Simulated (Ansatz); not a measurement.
**MgO under a change: electrons 2.0×10^21 cm⁻³**

The parent structure is MgO (space group P6_3/mmc, No. 194; a = 3.4939 Å, c = 4.1941 Å; a cell from a computed database, its experimental status unchecked).

Modification: 0.0887 electrons added to each cell, a density of 2.0×10^21 cm⁻³, with a uniform compensating background at fixed cell and a 300 K Fermi–Dirac width.

Computed with PBEsol in Ansatz (plane waves to 420 eV, PAW, no SOC). Settings: 19×19×14 k-points, 0.0259 eV Fermi–Dirac smearing.

```tsv
quantity	base	changed	shift
gap between the host's bands	3.27 eV	3.21 eV	-0.06 eV
gap character	direct at Γ	direct at Γ	–
Fermi level relative to the doped band's edge (positive inside the band; to 0.05 eV)	–	+1.25 eV	–
```

Final structure:

```xyz
4
Lattice="3.4939 0.0000 0.0000 -1.7470 3.0258 0.0000 0.0000 0.0000 4.1941" Properties=species:S:1:pos:R:3 pbc="T T T"
Mg     1.7470     1.0086     3.1455
Mg     0.0000     2.0172     1.0485
O      1.7470     1.0086     1.0485
O      0.0000     2.0172     3.1455
```
Cell charge -0.088681.

Cost of the whole job for the changed cell (relaxation, final SCF and bands): roughly 18 core-seconds.

Charged cell with a jellium background: band edges are those of the host's band count, energies are not comparable with the neutral cell, and many-body gap narrowing is missing. No phonon test of stability was made. This is not the structure that MgO has at room temperature and ambient pressure.

Ansatz is a quantum-chemistry and plane-wave program.
